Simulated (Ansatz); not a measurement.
**AlB2-type HfB2**

Method: LDA in Ansatz (plane waves, PAW).

Settings: plane-wave cutoff 500 eV, 18×18×12 k mesh (along the axes of the cell as run), Fermi–Dirac smearing 0.05 eV, scalar-relativistic PAW data made under PBE.

Cell: relaxed at this level.

```yaml
equilibrium_volume_per_atom: 9.51 Å³/atom
equilibrium_lattice_constant_a: 3.103 Å
lattice_parameter_c: 3.422 Å
```

Measured, for comparison: equilibrium volume per atom 9.91 Å³/atom (room temperature, no zero-point or thermal correction; as tabulated in Burrage et al. (2022), doi:10.3390/ma15082762); lattice constant a 3.14 Å, lattice parameter c 3.48 Å (temperature not stated, copied from a table, unchecked, no zero-point or thermal correction; as tabulated in Journal of Nuclear Materials 21, 14 (1967)). Computed (rounded) less measured: equilibrium volume per atom -4.0 %, lattice constant a not scored (unchecked), lattice parameter c not scored (unchecked). A static lattice is as a rule a little smaller and stiffer than an uncorrected measurement, which narrows the difference in the lattice constant a, lattice parameter c and would widen misses of the other sign.

Spin–orbit coupling is not included.

The computed numbers hold no vibrational or temperature effects.

Ansatz is a first-principles code.
